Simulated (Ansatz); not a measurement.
Consider TlBr in the CsCl type structure (space group Pm-3m, No. 221; a = 3.8395 Å).

Level of theory: plane-wave PAW DFT at the LDA level (Ansatz, a quantum-chemistry and plane-wave program, 420 eV), no spin-orbit coupling.

Strains are applied to the cell and any free atomic positions relax.

One change was made to it. Results:

| quantity | base | after |
|---|---|---|
| electron mass | 0.12 mₑ along k, 0.19 mₑ across (at X) | 0.11 mₑ along k, 0.18 mₑ across (at X) |
| energy relative to the base (free energy F) | 0 meV/atom | +2.7 meV/atom |
| hole mass | 0.16 mₑ along k, 0.39 mₑ across (at X) | 0.14 mₑ along k, 0.37 mₑ across (at X) |
| pressure | -0.01 GPa | 1.09 GPa |
| width of the top valence band | 2.49 eV | 2.65 eV |

Q: What was done to the base?
(A) isotropic strain −2.50 %
(B) isotropic strain −1.00 %
(C) isotropic strain +2.00 %

A: B, isotropic strain −1.00 %. For comparison, the electron mass in the other runs: isotropic strain −2.50 % gives 0.19, 0.29, 0.29 mₑ (at R); isotropic strain +2.00 % gives 0.13 mₑ along k, 0.20 mₑ across (at X).

With Tl present, leaving out spin-orbit coupling can change the band edges. The levels and masses belong to the bands next to the band gap. Effective masses come from finite differences of ±0.01 Å⁻¹. Along k means along the line from Γ to the band edge. Stability against distortions was not tested.
